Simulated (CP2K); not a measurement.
Troubleshooting CP2K: a failed run on Mg (Pm-3m, 1 atom in the cell). The aim is a self-consistent single point with DFT LDA (Pade form), GPW, DZVP-MOLOPT-SR-GTH basis, GTH-PADE potentials (GTH_POTENTIALS).

Cell that was meant: a = 3.0196 Å, b = 3.0196 Å, c = 3.0196 Å, α = 90.00°, β = 90.00°, γ = 90.00°.

Part of the input:

```
      SCF_GUESS ATOMIC
      EPS_SCF 1E-7
      MAX_SCF 100
      ADDED_MOS 5
      &DIAGONALIZATION
        ALGORITHM STANDARD
      &END DIAGONALIZATION
[...]
    &END CELL
    &COORD
      Mg       0.00000000     0.00000000     0.00000000
      Mg       0.00000000     0.00000000     0.00000000
    &END COORD
    &KIND Mg
      BASIS_SET DZVP-MOLOPT-SR-GTH-q10
```

Output, abridged:

```
 GLOBAL| Method name                                                        CP2K
 GLOBAL| Project name                                                        run
 GLOBAL| Run type                                                   ENERGY_FORCE

 CELL| Volume [angstrom^3]:                                            27.531543
 CELL| Vector a [angstrom]:       3.020     0.000     0.000   |a| =     3.019559
 CELL| Vector b [angstrom]:       0.000     3.020     0.000   |b| =     3.019559
 CELL| Vector c [angstrom]:       0.000     0.000     3.020   |c| =     3.019559
 CELL| Angle (b,c), alpha [degree]:                                    90.000000
 CELL| Angle (a,c), beta  [degree]:                                    90.000000
 CELL| Angle (a,b), gamma [degree]:                                    90.000000
 CELL| Numerically orthorhombic:                                             YES
 CELL| Periodicity                                                           XYZ

 *******************************************************************************
 *   ___                                                                       *
 *  /   \                                                                      *
 * [ABORT]                                                                     *
 *  \___/                GEOMETRY wrong or EMAX_SPLINE too small!              *
 *    |                                                                        *
 *  O/|                                                                        *
 * /| |                                                                        *
 * / \                                               fist_neighbor_lists.F:606 *
 *******************************************************************************

 ===== Routine Calling Stack =====

            7 build_neighbor_lists
            6 build_fist_neighbor_lists
            5 topology_generate_bond_3
            4 topology_generate_bond
            3 connectivity_control
            2 topology_control
            1 CP2K
Abort(1) on node 0 (rank 0 in comm 0): application called MPI_Abort(MPI_COMM_WORLD, 1) - process 0
```

Q: From the messages shown, name the fault and mend the input.

A: The fault is one atom entered twice; here the program stops on it instead of giving results. To fix it, remove the duplicate atom. The program stopped before any SCF iteration.

An input that runs soundly differs in these lines (not the only fix; some lines may just follow from the change or write a value another way):
```diff
-      ADDED_MOS 5
+      ADDED_MOS 4
-      Mg       0.00000000     0.00000000     0.00000000
```

With that input, the run converged in 10 iterations: free energy E − TS -1718.1097 eV; Fermi level (on the code's own zero) 3.53 eV; pressure -0.09 GPa (DFT LDA (Pade form), GPW, DZVP-MOLOPT-SR-GTH basis, GTH-PADE potentials (GTH_POTENTIALS)).

On the sound input: the starting cell was generated: these elements placed on a structure prototype, without a prior relaxation; it need not be a known phase or ordering of this composition. Its lattice was rescaled by a random factor within 2.5 % of one. Values carry the incompleteness of an atom-centred basis.
